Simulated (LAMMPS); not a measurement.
Simulation of Pt (fcc), 4000 atoms, at 1220 K and 2 GPa, heated as the crystal.

Computed with classical MD, pair style eam, the elements' _u3.eam files (universal-3 set of Foiles, Baskes and Daw), run in LAMMPS.

```json
{
  "state_found": "crystal; no diffusion seen in 30 ps",
  "density": "21.0084 ± 0.0005 g/cm³",
  "volume_per_atom": "15.4197 ± 0.0003 Å³/atom",
  "enthalpy_per_atom": "-5.2477 ± 0.0002 eV/atom",
  "first peak of g(r)": "2.75 Å, height 3.8",
  "coordination_number": "12.1 (counted to 3.42 Å)",
  "most common Pt-Pt-Pt angle": "at the 3° bin centred on 58.5°, after smoothing over three bins (mean of all 97°)",
  "mean frequency of the vibrational (phonon) density of states": "2.7 THz",
  "cost": "around 5 core-minutes (rough)"
}
```

Potential: the _u3.eam files of the LAMMPS distribution; the Cu file's header cites Foiles et al, Phys Rev B, 33, 7983 (1986).

Caution: a run this short can hold a crystal over, or a liquid under, the potential's own melting point, which these runs don't give.

States go by the mean squared displacement: a species diffuses where it passes 1.5 Å², still rises and gives D over 1e-6 cm²/s; a crystal has left its structure where atoms lie 0.35 Å off their sites on average or a cubic box changes its shape by 3 %, or the axial ratios of another lie 8 % off the starting cell's, which the potential's own relaxation can also do.

Errors shown are sampling errors alone.

```tsv
frequency (THz)	vibrational (phonon) density of states (1/THz)
0.03450	0.0038
0.1735	0.0077
0.3125	0.0163
0.4515	0.0289
0.5905	0.0449
0.7290	0.0644
0.8680	0.0884
1.007	0.1177
1.146	0.1528
1.284	0.1932
1.423	0.2367
1.562	0.2792
1.702	0.3164
1.841	0.3459
1.979	0.3663
2.118	0.3759
2.257	0.3722
2.396	0.3540
2.534	0.3247
2.673	0.2913
2.812	0.2598
2.952	0.2331
3.091	0.2159
3.229	0.2196
3.368	0.2535
3.507	0.3099
3.646	0.3591
3.784	0.3652
3.923	0.3132
4.062	0.2262
4.201	0.1402
4.341	0.0799
4.479	0.0482
4.618	0.0331
4.757	0.0246
4.896	0.0189
5.034	0.0152
5.174	0.0129
5.312	0.0111
5.451	0.0097
5.591	0.0086
5.729	0.0076
5.868	0.0068
6.007	0.0060
6.146	0.0054
6.284	0.0047
6.424	0.0041
6.562	0.0036
6.701	0.0032
6.841	0.0028
```

| r (Å) | g(r) |
|---|---|
| 2.060 | 0.000 |
| 2.100 | 0.001 |
| 2.140 | 0.003 |
| 2.180 | 0.008 |
| 2.220 | 0.022 |
| 2.260 | 0.045 |
| 2.300 | 0.097 |
| 2.340 | 0.195 |
| 2.380 | 0.344 |
| 2.420 | 0.611 |
| 2.460 | 0.989 |
| 2.500 | 1.44 |
| 2.540 | 1.94 |
| 2.580 | 2.49 |
| 2.620 | 3.03 |
| 2.660 | 3.42 |
| 2.700 | 3.74 |
| 2.740 | 3.83 |
| 2.780 | 3.80 |
| 2.820 | 3.60 |
| 2.860 | 3.30 |
| 2.900 | 2.95 |
| 2.940 | 2.46 |
| 2.980 | 2.07 |
| 3.020 | 1.69 |
| 3.060 | 1.35 |
| 3.100 | 1.05 |
| 3.140 | 0.774 |
| 3.180 | 0.594 |
| 3.220 | 0.444 |
| 3.260 | 0.333 |
| 3.300 | 0.260 |
| 3.340 | 0.210 |
| 3.380 | 0.190 |
| 3.420 | 0.185 |
| 3.460 | 0.191 |
| 3.500 | 0.216 |
| 3.540 | 0.244 |
| 3.580 | 0.302 |
| 3.620 | 0.351 |
| 3.660 | 0.399 |
| 3.700 | 0.474 |
| 3.740 | 0.523 |
| 3.780 | 0.596 |
| 3.820 | 0.645 |
| 3.860 | 0.683 |
| 3.900 | 0.687 |
| 3.940 | 0.723 |
| 3.980 | 0.712 |
| 4.020 | 0.703 |
| 4.060 | 0.656 |
| 4.100 | 0.623 |
| 4.140 | 0.596 |
| 4.180 | 0.524 |
| 4.220 | 0.497 |
| 4.260 | 0.463 |
| 4.300 | 0.458 |
| 4.340 | 0.478 |
| 4.380 | 0.539 |
| 4.420 | 0.634 |
| 4.460 | 0.750 |
| 4.500 | 0.894 |
| 4.540 | 1.08 |
| 4.580 | 1.27 |
| 4.620 | 1.47 |
| 4.660 | 1.66 |
| 4.700 | 1.82 |
| 4.740 | 1.96 |
| 4.780 | 2.04 |
| 4.820 | 2.08 |
| 4.860 | 2.06 |
| 4.900 | 1.99 |
| 4.940 | 1.84 |
| 4.980 | 1.71 |
| 5.020 | 1.54 |
| 5.060 | 1.36 |
| 5.100 | 1.19 |
| 5.140 | 1.04 |
| 5.180 | 0.917 |
| 5.220 | 0.831 |
| 5.260 | 0.768 |
| 5.300 | 0.739 |
| 5.340 | 0.740 |
| 5.380 | 0.764 |
| 5.420 | 0.778 |
| 5.460 | 0.807 |
| 5.500 | 0.841 |
| 5.540 | 0.867 |
| 5.580 | 0.869 |
| 5.620 | 0.851 |
| 5.660 | 0.848 |
| 5.700 | 0.820 |
| 5.740 | 0.814 |
| 5.780 | 0.803 |
| 5.820 | 0.793 |
| 5.860 | 0.800 |
| 5.900 | 0.823 |
| 5.940 | 0.860 |
| 5.980 | 0.894 |
| 6.020 | 0.957 |
| 6.060 | 1.00 |
| 6.100 | 1.07 |
| 6.140 | 1.11 |
